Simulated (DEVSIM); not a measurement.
illuminated Si p-on-n cell, one wavelength

System: illuminated Si p-on-n cell, one wavelength, at 350 K.

| layer (left to right) | material | thickness (μm) | Nd (cm⁻³) | Na (cm⁻³) | τn (s) | τp (s) | absorption coefficient (cm⁻¹) |
|---|---|---|---|---|---|---|---|
| 1 | Si | 0.120 | - | 2.3e18 | 5.3e-5 | 7.5e-6 | 14000 |
| 2 | Si | 46.0 | 2.3e15 | - | 0.00025 | 0.00025 | 14000 |

Left contact: ohmic, minority electron recombination velocity 8e6 cm/s. Right contact: ohmic, minority hole recombination velocity 5e6 cm/s. Voltage is applied to the left contact. Recombination: SRH at mid-gap, radiative, Auger. Gap narrowing is on: ΔEg = 6.92 meV × (l + √(l² + 0.5)), l = ln(N/1.3e17 cm⁻³), shared equally by both band edges. Light enters at the left, 2.8e18 photons cm⁻² s⁻¹, one pass, no reflection. Mobility is constant in doping.

Constants are typed, rounded textbook-type inputs, not results; the design itself was drawn at random and stands for no fabricated device. Values at 300 K; Nc and Nv go as T^1.5, mobilities as T to minus their exponent, the gap by Varshni's rule with the affinity fixed.

```
parameter               Si
----------------  --------
gap (eV)             1.124
affinity (eV)         4.05
permittivity          11.7
Nc (cm⁻³)          2.86e19
Nv (cm⁻³)           3.1e19
μn (cm²/Vs)           1417
μp (cm²/Vs)            470
T exponent of μn       2.3
T exponent of μp       2.2
B (cm³/s)          4.7e-15
Cn (cm⁶/s)         2.8e-31
Cp (cm⁶/s)         9.9e-32
Varshni α (eV/K)  0.000473
Varshni β (K)          636
```

DEVSIM, 1D drift-diffusion, Boltzmann statistics, complete ionisation; no tunnelling, impact ionisation, image-force lowering or self-heating.

| Quantity | Result |
|---|---|
| Potential step across the device at zero bias | 0.714 V |
| Largest field in the device at zero bias | 74000 V/cm |
| Dark forward voltage at 1 A/cm² | 0.497 V |
| Dark forward voltage at 100 A/cm² | 0.885 V |
| Short-circuit current | 418 mA/cm² |
| Open-circuit voltage | 0.461 V |
| Fill factor | 0.76 |
| Largest power | 146 mW/cm² |
| Share of generated pairs collected at short circuit | 0.931 |

Dark forward current:

(V (V), J (A/cm²)): (0.05, 4.0e-7); (0.10, 2.5e-6); (0.15, 1.3e-5); (0.20, 7.0e-5); (0.30, 0.0019); (0.35, 0.010); (0.40, 0.052); (0.45, 0.26); (0.50, 1.1); (0.55, 3.4); (0.60, 8.2); (0.70, 27); (0.75, 42); (0.80, 60); (0.85, 82); (0.90, 110); (0.95, 140); (1.05, 210); (1.10, 250); (1.15, 300); (1.20, 350); (1.25, 400); (1.30, 460); (1.35, 520); (1.45, 650); (1.50, 730); (1.55, 800); (1.60, 880)

Current under light (generator sign):

| V (V) | J (mA/cm²) |
|---|---|
| 0.00 | 418 |
| 0.06 | 418 |
| 0.12 | 418 |
| 0.18 | 417 |
| 0.24 | 417 |
| 0.32 | 413 |
| 0.34 | 408 |
| 0.36 | 400 |
| 0.38 | 385 |
| 0.40 | 356 |
| 0.42 | 300 |
| 0.44 | 198 |
| 0.46 | 16.6 |
| 0.48 | -292 |
